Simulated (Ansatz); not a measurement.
# SnO₂ (Pa-3, No. 205, 12 atoms in the cell; start mp-697; a measured phase of this formula has another space group)

Computed with r²SCAN in Ansatz (PAW).

Settings: plane-wave cutoff 560 eV, 8×8×8 k mesh, Fermi–Dirac smearing 0.01 eV, scalar-relativistic PAW data made under PBE.

Cell (relaxed at this level):

```cif
data_O8Sn4
_chemical_formula_sum 'Sn4 O8'
_space_group_name_H-M_alt 'P 1'
_space_group_IT_number 1
_cell_length_a 5.10077
_cell_length_b 5.10077
_cell_length_c 5.10077
_cell_angle_alpha 90.000
_cell_angle_beta 90.000
_cell_angle_gamma 90.000
loop_
_space_group_symop_operation_xyz
  'x, y, z'
loop_
_atom_site_label
_atom_site_type_symbol
_atom_site_fract_x
_atom_site_fract_y
_atom_site_fract_z
_atom_site_occupancy
Sn1 Sn 0.00000 0.50000 0.50000 1
Sn2 Sn 0.50000 0.50000 0.00000 1
Sn3 Sn 0.50000 0.00000 0.50000 1
Sn4 Sn 0.00000 0.00000 0.00000 1
O1 O 0.33971 0.16029 0.83971 1
O2 O 0.66029 0.83971 0.16029 1
O3 O 0.16029 0.83971 0.33971 1
O4 O 0.83971 0.16029 0.66029 1
O5 O 0.83971 0.33971 0.16029 1
O6 O 0.16029 0.66029 0.83971 1
O7 O 0.66029 0.66029 0.66029 1
O8 O 0.33971 0.33971 0.33971 1
```

| Property | Result |
|---|---|
| band gap | 1.59 eV (on the SCF k mesh) |

Note: the relaxation could not lower the start's symmetry, so the cell can be a saddle point above a distorted one.

Spin–orbit coupling is not included.

It cost very roughly 2.4 core-minutes of CPU time.

A start named mp-… is a Materials Project structure, which need not be a measured phase.

Ansatz is a program for electronic structure.
